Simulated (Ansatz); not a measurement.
**A short convergence ladder for Zr3Au (Pm-3n, 8 atoms in the cell)**

```
Zr3Au
1.0
    5.48050     0.00000     0.00000
    0.00000     5.48050     0.00000
    0.00000     0.00000     5.48050
Zr Au
6 2
Cartesian
  2.74025   1.37013   0.00000
  2.74025   4.11038   0.00000
  1.37013   0.00000   2.74025
  4.11038   0.00000   2.74025
  0.00000   2.74025   1.37013
  0.00000   2.74025   4.11038
  2.74025   2.74025   2.74025
  0.00000   0.00000   0.00000
```

Base method: LDA (PW92), default PAW files made with PBE (plane waves; Ansatz, a first-principles code).

Base settings: basis.ecutwfc = 420 eV; kpoints.mp_grid.grid = 6 6 6; hamiltonian.xc = lda; hamiltonian.pseudopotentials = {kind: paw} (the program's default PAW files); scf.occupations.method = fermi_dirac; scf.occupations.width = 0.1 eV.

Core times come from one kind of shared machine, to one figure; runs under 30 s give none.

**Zone-centre phonons against the cutoff**

In this ladder: phonons.method = dfpt.

The mesh stays at the base's, so the ladder's end is converged at best in this setting alone.

Frequencies are those of the unrelaxed cell, without the LO-TO term of polar crystals.

Only quantities that move along the ladder and can be compared are tabulated.

| basis.ecutwfc | highest zone-centre frequency (cm⁻¹) | lowest optical frequency (cm⁻¹) | core time / last (rough) |
|---|---|---|---|
| 210 eV | 237.3 | 91.1 | 0.1 |
| 295 eV | 228.1 | 80.6 | 0.2 |
| 355 eV | 228.4 | 83.1 | 0.3 |
| 420 eV | 228.4 | 83.0 | 0.7 |
| 505 eV | 228.4 | 83.0 | 1 |

Coarsest basis.ecutwfc that holds the highest zone-centre frequency within 1 cm⁻¹ of the last step, with all finer ones: 295 eV, at about 0.2 of the last step's time; the step before is off by 8.9 cm⁻¹.

Coarsest basis.ecutwfc that holds the lowest optical frequency within 5 cm⁻¹ of the last step, with all finer ones: 295 eV, at about 0.2 of the last step's time; the step before is off by 8.1 cm⁻¹.

On the base run: the starting cell comes from a database of computed structures (which also holds hypothetical and non-ambient phases and stackings), without a prior relaxation at this level. Its lattice was rescaled by up to half a per cent. In the base run, with a pressure of about -5 GPa the cell is away from its equilibrium volume at this level.

Keys are those of Ansatz 0.2.
